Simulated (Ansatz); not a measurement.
TaS2: alloy series

Start from TaS$_{2}$ in the CdI2 type structure (space group P-3m1, No. 164; a = 3.275 Å, c = 5.588 Å; layered, stacked along the Cartesian z axis).

The other end (x = 1) is TaO2 in the CdI2 type structure (space group P-3m1, No. 164; a hypothetical phase, not in the database extracts checked; layered, stacked along the Cartesian z axis): 12.03 Å³/atom, gap zero; this end may not be an ambient phase.

O replaces a fraction x of S; each row is one arrangement (x, atoms in the cell, starting space group or random), fully relaxed.

Method: PBEsol-D3(BJ) in Ansatz (plane waves to 420 eV, PAW, no spin-orbit coupling).

Candidates:
(a) x(O) = 0.25, 6 atoms, P3m1
(b) x(O) = 0.75, 6 atoms, Cm
(c) x(O) = 0.25, 6 atoms, Cm

Notes on the quantities. deviation of the volume from the linear: Vegard-type) interpolation.

Q: Order them by deviation of the volume from the linear, lowest first.

A: (a) x(O) = 0.25, 6 atoms, P3m1 (0.0 %), (c) x(O) = 0.25, 6 atoms, Cm (+4.3 %), (b) x(O) = 0.75, 6 atoms, Cm (+6.9 %)

These are small ordered cells, not random alloys; other orderings at the same x differ. Spin-orbit coupling, missing from the scalar runs, can matter with Ta. Whether these cells are dynamically stable was not tested. No Hubbard U is applied, and correlation can decide whether such a compound is a metal. All final runs are without spin polarisation. An odd electron count without spin: TaS2 and TaO2.

Ansatz is a first-principles code.
